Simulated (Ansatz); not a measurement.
**SnTe under a change: pressure 15 GPa**

The parent structure is SnTe in the rock salt structure (space group Fm-3m, No. 225; a = 6.2891 Å).

Perturbation: a hydrostatic pressure of 15 GPa.

Method: PBEsol/PAW in Ansatz (a program for electronic structure), spin-orbit coupling left out. k-mesh 13×13×13 (Γ-centred); smearing 0.05 eV (Fermi–Dirac).

The volume per atom drops by 5.736 Å³ to 25.36 Å³ and the lattice parameter a falls by 0.413 Å to 5.876 Å. The shortest interatomic distance falls by 0.207 Å to 2.938 Å and the enthalpy H = E + PV relative to the base's energy amounts to +2.60 eV/atom. The band gap changes from 0.16 eV to zero (uncertain: the edges found look like a band crossing or inverted bands; the base alone).

Final structure:

```
SnTe
1.0
    0.00000     2.93794     2.93794
    2.93794     0.00000     2.93794
    2.93794     2.93794     0.00000
Sn Te
1 1
Direct
  0.00000   0.00000   0.00000
  0.50000   0.50000   0.50000
```

Spin-orbit coupling, missing from the scalar runs, can matter with Te. Load acts through the strain it causes; cell and atoms are relaxed under it. Whether these cells are dynamically stable was not tested. Competing high-pressure phases were not computed. The final runs are not spin-polarised. A zero or small gap of SnTe can be the functional's error rather than a property of the material.
